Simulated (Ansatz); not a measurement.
**GaP (model structure, started from the BN type, Pm-3n, No. 223, 12 atoms in the cell): smallest direct gap on the k points sampled by level of theory**

No measured value is used here.

```json
[
 {"level (code)": "LDA (Ansatz)", "value (eV)": "[?]", "cell (Å³/atom)": "24.48"},
 {"level (code)": "PBEsol+SOC (Ansatz)", "value (eV)": "0.99", "cell (Å³/atom)": "25.13"},
 {"level (code)": "r²SCAN+SOC (Ansatz)", "value (eV)": "1.27", "cell (Å³/atom)": "25.13"},
 {"level (code)": "r²SCAN+rVV10 (Ansatz)", "value (eV)": "1.23", "cell (Å³/atom)": "25.07"},
 {"level (code)": "HSE06 (Ansatz)", "value (eV)": "1.79", "cell (Å³/atom)": "25.13"}
]
```

Question: Fill in the missing entries.

Answer: 
- LDA (Ansatz, an electronic-structure program), value (eV): 0.92

At these levels the smallest gap is indirect and lower: LDA 0.74, PBEsol+SOC 0.83, r²SCAN+SOC 1.09, r²SCAN+rVV10 1.04, HSE06 1.62 eV. Computed values are for a static lattice. Levels without +SOC have no spin–orbit coupling; where heavier elements are present it shifts gaps, mostly down, and can invert bands.  Values are at the PBEsol cell; LDA at the level's own equilibrium cell; r²SCAN+rVV10 at the level's own relaxed cell. Cutoffs and k meshes differ between the levels. Ansatz's density-functional and Hartree–Fock values are scalar-relativistic unless marked +SOC, with PAW data made under PBE.

A model structure was made by putting elements into a prototype or built by hand; it is no filed structure, need not be a known phase, and can be a saddle point held by its symmetry.
